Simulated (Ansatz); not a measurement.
The parent structure is HfS2 in the CdI2 type structure (space group P-3m1, No. 164; layered, stacked along the Cartesian z axis).

```
HfS2
1.0
    3.54747     0.00000     0.00000
   -1.77373     3.07220     0.00000
    0.00000     0.00000     5.57685
Hf S
1 2
Direct
  0.00000   0.00000   0.00000
  0.66667   0.33333   0.26190
  0.33333   0.66667   0.73810
```

The values are results of PBEsol-D3(BJ) (Ansatz, an electronic-structure program), without spin-orbit coupling, not measurements.

Strains are applied to the cell and any free atomic positions relax.

One change was made to it. Results:

The energy goes up by 3.1 meV/atom; the mean gap deformation potential ΔEg/Δln V is +5.7 eV; the pressure (mean of the normal stresses, compression positive) rises by 1.69 GPa to 1.70 GPa; the largest internal atomic displacement comes out as 0.027 Å.

Q: Which of these changes matches the shifts?
A) isotropic strain −0.50 %
B) isotropic strain −2.00 %
C) isotropic strain −1.00 %
D) isotropic strain +1.00 %

A: C, isotropic strain −1.00 %. For comparison, the pressure in the other runs: isotropic strain −2.00 % gives 3.64 GPa; isotropic strain −0.50 % gives 0.83 GPa; isotropic strain +1.00 % gives -1.46 GPa.

Spin-orbit coupling, missing from the scalar runs, can matter with Hf. Whether these cells are dynamically stable was not tested.
